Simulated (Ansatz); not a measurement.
Base system: Ge (space group Pm-3n, No. 223; a = 5.417 Å; a hypothetical phase, not in the database extracts checked). Axes: x, y, z lie along the cube axes.

(Cell as relaxed with PBE.)

Levels (all Ansatz, an electronic-structure program, PAW): PBE (420 eV, no spin-orbit coupling); PBEsol (420 eV, without spin-orbit coupling).

Each level relaxes its own structure.

```csv
base,PBE,PBEsol
volume per atom,19.87 Å³,18.85 Å³
lattice parameter a,5.417 Å,5.323 Å
band gap,zero,zero
```

Modification: uniaxial strain ε_yy = +2.02 %, all other strain components held at zero; the atoms relax in the strained cell.

```json
[
 {"quantity": "pressure (mean of the normal stresses, compression positive)", "PBE": "-1.2 GPa", "PBEsol": "-1.4 GPa"},
 {"quantity": "shortest interatomic distance", "PBE": "2.704 Å", "PBEsol": "2.657 Å"},
 {"quantity": "energy relative to the base (free energy F)", "PBE": "+1.7 meV/atom", "PBEsol": "+1.9 meV/atom"}
]
```

PBE's pressure lies 0.2 GPa above PBEsol's; PBE's shortest interatomic distance lies 0.047 Å above PBEsol's (1.8 %). Neither level is exact; PBEsol is the comparison here, not a measurement.

Without a gap, meshes like the base's 9×9×9 leave anisotropic stresses uncertain by several tenths of a GPa, and small strain energies with them. No phonon test of stability was made.
